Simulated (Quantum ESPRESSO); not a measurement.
## Short convergence ladders for BaTiO3 (P4mm, 5 atoms in the cell)

```xyz
5
Lattice="3.9701 0.0000 0.0000 0.0000 3.9701 0.0000 0.0000 0.0000 4.0198" Properties=species:S:1:pos:R:3 pbc="T T T"
Ba     0.0000     0.0000     0.0500
Ti     1.9850     1.9850     2.0622
O      1.9850     1.9850     3.9273
O      0.0000     1.9850     1.9576
O      1.9850     0.0000     1.9576
```

Base method: PBE, SSSP 1.1.2 efficiency (PBE) pseudopotentials (plane waves; Quantum ESPRESSO 7.5).

Base settings: ecutwfc = 55 Ry; ecutrho = 440 Ry; occupations = smearing; smearing = fd; degauss = 0.00147 Ry; K_POINTS = automatic 2 2 2 0 0 0; conv_thr = 1e-10 Ry; mixing_beta = 0.7.

The count of work is k-points × plane waves × bands × iterations; it is no time. 

**The plane-wave cutoff**

Moved along: ecutrho.

The second cell is the first with its lattice scaled by 0.98.

The mesh stays at the base's, so the ladder's end is converged at best in this setting alone.

Only quantities that move along the ladder and can be compared are tabulated; the gap is left out on so coarse a mesh.

```csv
ecutwfc,free energy less the last step's (meV/atom),energy of the compressed cell less the first (meV/atom),pressure (GPa),largest difference of a force vector from the last step's (eV/Å),count of work / last
19 Ry,6407.75,67.26,-199.18,1.224,0.048
25 Ry,1814.67,53.22,-78.40,0.069,0.071
30 Ry,508.41,75.52,-24.45,0.097,0.11
55 Ry,13.20,68.24,8.16,0.001,0.33
132 Ry,0.00,68.09,8.29,0.000,1.0
```

Coarsest ecutwfc that holds the pressure within 0.5 GPa of the last step, with all finer ones: 55 Ry, at 0.33 of the last step's count of work; the step before is off by 33 GPa.

Coarsest ecutwfc that holds the forces within 0.01 eV/Å of the last step, with all finer ones: 55 Ry, at 0.33 of the last step's count of work; the step before is off by 0.097 eV/Å.

Coarsest ecutwfc that holds the energy of the compressed cell less the first within 2 meV/atom of the last step, with all finer ones: 55 Ry, at 0.33 of the last step's count of work; the step before is off by 7.4 meV/atom.

At the lowest cutoff the pressure lies 207 GPa under the last step's, the usual sign of Pulay stress in an incomplete plane-wave basis.

**The cutoff for other potential files**

Level: DFT, PBE, plane waves, GBRV 1.5 ultrasoft (PBE) pseudopotentials.

In this ladder: pseudopotentials = {Ba: ba_pbe_v1.uspp.F.UPF, Ti: ti_pbe_v1.4.uspp.F.UPF, O: o_pbe_v1.2.uspp.F.UPF}. Moved along: ecutrho.

The second cell is the first with its lattice scaled by 0.98.

The mesh stays at the base's, so the ladder's end is converged at best in this setting alone.

Only quantities that move along the ladder and can be compared are tabulated; the gap is left out on so coarse a mesh.

| ecutwfc | free energy less the last step's (meV/atom) | energy of the compressed cell less the first (meV/atom) | pressure (GPa) | largest difference of a force vector from the last step's (eV/Å) | count of work / last |
|---|---|---|---|---|---|
| 22 Ry | 1197.65 | 77.04 | -56.96 | 0.681 | 0.097 |
| 35 Ry | 20.68 | 71.76 | 7.53 | 0.003 | 0.18 |
| 50 Ry | 8.34 | 71.12 | 8.65 | 0.001 | 0.35 |
| 100 Ry | 0.00 | 71.03 | 8.80 | 0.000 | 1.0 |

Coarsest ecutwfc that holds the pressure within 0.5 GPa of the last step, with all finer ones: 50 Ry, at 0.35 of the last step's count of work; the step before is off by 1.3 GPa.

Coarsest ecutwfc that holds the energy of the compressed cell less the first within 0.2 meV/atom of the last step, with all finer ones: 50 Ry, at 0.35 of the last step's count of work; the step before is off by 0.73 meV/atom.

Coarsest ecutwfc that holds the forces within 0.02 eV/Å of the last step, with all finer ones: 35 Ry, at 0.18 of the last step's count of work; the step before is off by 0.68 eV/Å.

At the lowest cutoff the pressure lies 65.8 GPa under the last step's, the usual sign of Pulay stress in an incomplete plane-wave basis.

On the base run: the starting cell has typed, rounded lattice constants, without a prior relaxation at this level. Its lattice was rescaled by up to half a per cent. One atom was moved a little off its site on purpose. In the base run, forces exceed 1 eV/Å. The mesh is very coarse (it stands for a supercell whose shortest vector is 8 Å): a converged loop gives no converged values here.
